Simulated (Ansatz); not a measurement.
We consider zinc-blende BeS, described by PBE-D3(BJ) (Ansatz, a quantum-chemistry and plane-wave program, plane waves, PAW).

Settings: plane-wave cutoff 520 eV, 12×12×12 k mesh, Fermi–Dirac smearing 0.01 eV, scalar-relativistic PAW data made under PBE.

Properties against volume:

```tsv
V (Å³/atom)	P (GPa)	direct gap at Γ (eV)	smallest gap on the k mesh (eV)
13.123	6.96	5.599	2.907
13.402	4.42	5.615	2.961
13.681	2.11	5.629	3.013
13.961	0.01	5.641	3.061
14.240	-1.90	5.651	3.106
14.519	-3.63	5.659	3.149
14.798	-5.21	5.578	3.189
```

The fundamental gap (3.06 eV at the equilibrium volume, with added k points) lies elsewhere than Γ–Γ.
